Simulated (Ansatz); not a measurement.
# What 3 layers does to hypothetical diamond Mg

Consider Mg in the diamond structure (space group Fd-3m, No. 227; a = 6.783 Å; a hypothetical phase, not in the database extracts checked). Axes: x, y, z lie along the cube axes.

Modification: a free-standing slab of 3 layers (6 atoms, 2 a layer) is cut normal to [110], with 15 Å of vacuum and the in-plane cell held at bulk.

Level of theory: PBEsol (Ansatz, an electronic-structure program), no spin-orbit coupling. Γ-centred 10×7×1 mesh, Fermi–Dirac width 0.05 eV, for the changed cell.

| quantity | base | changed | shift |
|---|---|---|---|
| layer's space group (with vacuum) | – | Pmma (No. 51) | – |
| band gap | zero | zero | – |
| excess energy per area of both faces (slab less bulk energy over the cell's area: twice a surface energy) | – | 0.53 J/m² | – |
| change of the spacing d12 from its bulk value of 2.398 Å | – | -0.6 % | – |

Cost of the whole job for the changed cell (relaxation, final SCF and bands): around 2.4 core-minutes (rough).

Slab and bulk use different k-meshes, which limits the precision of the excess energy. Stability against distortions was not tested.
